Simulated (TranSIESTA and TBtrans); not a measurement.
Junction: (3,3) carbon nanotube with one Pt atom in a divacancy. Geometry: 39 atoms about the centre moved by SIESTA (PBE, SZP) to a largest force of 0.04 eV/Å, all others as built. Transport runs along z; the first 36 and the last 36 of the 119 atoms are the lead cells, repeated to infinity.

```xyz
119
Lattice="13.082 0.000 0.000 0.000 13.020 0.000 0.000 0.000 24.682" Properties=species:S:1:pos:R:3 pbc="F F T"
C      6.896     4.500     0.000
C      5.521     4.742     0.000
C      8.582     6.510     0.000
C      4.623     7.208     0.000
C      8.105     7.822     0.000
C      5.521     8.278     0.000
C      7.562     4.742     1.234
C      4.978     5.198     1.234
C      8.459     5.812     1.234
C      4.500     6.510     1.234
C      7.562     8.278     1.234
C      6.187     8.520     1.234
C      6.896     4.500     2.468
C      5.521     4.742     2.468
C      8.582     6.510     2.468
C      4.623     7.208     2.468
C      8.105     7.822     2.468
C      5.521     8.278     2.468
C      7.562     4.742     3.702
C      4.978     5.198     3.702
C      8.459     5.812     3.702
C      4.500     6.510     3.702
C      7.562     8.278     3.702
C      6.187     8.520     3.702
C      6.896     4.500     4.936
C      5.521     4.742     4.936
C      8.582     6.510     4.936
C      4.623     7.208     4.936
C      8.105     7.822     4.936
C      5.521     8.278     4.936
C      7.562     4.742     6.170
C      4.978     5.198     6.170
C      8.459     5.812     6.170
C      4.500     6.510     6.170
C      7.562     8.278     6.170
C      6.187     8.520     6.170
C      6.860     4.350     7.394
C      5.409     4.576     7.384
C      8.663     6.465     7.448
C      4.623     7.208     7.405
C      8.105     7.822     7.405
C      5.521     8.278     7.405
C      7.525     4.525     8.659
C      4.778     5.067     8.587
C      8.476     5.676     8.665
C      4.346     6.475     8.615
C      7.626     8.335     8.658
C      6.187     8.520     8.639
C      6.736     4.178     9.860
C      5.320     4.544     9.808
C      8.640     6.399     9.929
C      4.495     7.201     9.861
C      8.197     7.802     9.885
C      5.457     8.306     9.868
C      4.789     5.057    11.089
C      8.676     5.649    11.185
C      4.359     6.451    11.104
C      7.637     8.341    11.111
C      6.189     8.577    11.102
C      5.454     4.476    12.262
C      8.814     6.521    12.358
C      4.525     7.208    12.337
C      8.250     7.867    12.343
C      5.482     8.319    12.346
C      7.886     4.597    13.587
C      5.001     5.075    13.518
C      8.736     5.787    13.639
C      4.440     6.436    13.563
C      7.664     8.355    13.586
C      6.217     8.583    13.579
C      7.061     4.357    14.789
C      5.591     4.626    14.783
C      8.819     6.537    14.860
C      4.537     7.211    14.790
C      8.245     7.894    14.832
C      5.521     8.278    14.809
C      7.683     4.651    16.053
C      4.943     5.111    16.000
C      8.650     5.756    16.063
C      4.500     6.510    16.043
C      7.562     8.278    16.043
C      6.187     8.520    16.043
Pt     7.381     4.194    11.723
C      6.896     4.500    17.277
C      5.521     4.742    17.277
C      8.582     6.510    17.277
C      4.623     7.208    17.277
C      8.105     7.822    17.277
C      5.521     8.278    17.277
C      7.562     4.742    18.511
C      4.978     5.198    18.511
C      8.459     5.812    18.511
C      4.500     6.510    18.511
C      7.562     8.278    18.511
C      6.187     8.520    18.511
C      6.896     4.500    19.745
C      5.521     4.742    19.745
C      8.582     6.510    19.745
C      4.623     7.208    19.745
C      8.105     7.822    19.745
C      5.521     8.278    19.745
C      7.562     4.742    20.979
C      4.978     5.198    20.979
C      8.459     5.812    20.979
C      4.500     6.510    20.979
C      7.562     8.278    20.979
C      6.187     8.520    20.979
C      6.896     4.500    22.214
C      5.521     4.742    22.214
C      8.582     6.510    22.214
C      4.623     7.208    22.214
C      8.105     7.822    22.214
C      5.521     8.278    22.214
C      7.562     4.742    23.448
C      4.978     5.198    23.448
C      8.459     5.812    23.448
C      4.500     6.510    23.448
C      7.562     8.278    23.448
C      6.187     8.520    23.448
```

Run with TranSIESTA and TBtrans (open boundaries, self-consistent; PseudoDojo norm-conserving potentials, scalar-relativistic): Spin polarized, PAO.BasisSize SZP, PAO.EnergyShift 0.15 eV, XC.Authors PBE, Mesh.Cutoff 150 Ry, ElectronicTemperature 300 K, TS.Voltage 0.0 eV, TBT.Elecs.Eta 0.001 eV.

Energies count from the leads' Fermi level. Transmissions are for each spin. The energy step is 0.02 eV; narrower resonances are cut or missed.

```csv
E (eV),T up,T down
-0.20,1.23,1.23
-0.16,1.18,1.18
-0.12,1.14,1.14
-0.08,1.10,1.10
-0.04,1.06,1.06
0.00,1.03,1.03
0.04,0.995,0.996
0.08,0.967,0.968
0.12,0.942,0.944
0.16,0.921,0.922
0.20,0.903,0.904
```

Task: Give the zero-bias conductance in μS and the resistance at 300 K.

Result: At the Fermi level the mean of both spins is (1.03 + 1.03)/2 = 1.03. Averaged with −∂f/∂E over the full grid (kT = 25.9 meV) it is 1.03. With G0 = 2e²/h = 77.48 μS, G = 79.8 μS and R = 1/G = 12.5 kΩ.

Task: Estimate the thermopower by Mott's formula S = −(π²/3)(kB²T/e) d ln T/dE from the rows at -0.04 and 0.04 eV.

Result: d ln T/dE = -0.785 eV⁻¹ and (π²/3) kB²T/e = 7.33 μV/K · eV, so S = 5.8 μV/K; the full integral gives 5.8 μV/K. A positive sign means that T falls with energy over the thermal window.

Task: The eigenchannels at the Fermi level (both spins) transmit 0.978, 0.0474, 0.979, 0.0475. What Fano factor of the shot noise follows at low temperature and bias?

Result: F = Σ τ(1 − τ)/Σ τ = 0.132/2.05 = 0.06.

Moments were seeded on the central atoms alone, and one start was tried. Moving central atoms between leads that stay as built scatters by itself, most near band edges, so not all of the loss belongs to a defect. Spin-orbit coupling, left out here, matters for the heavy atoms.
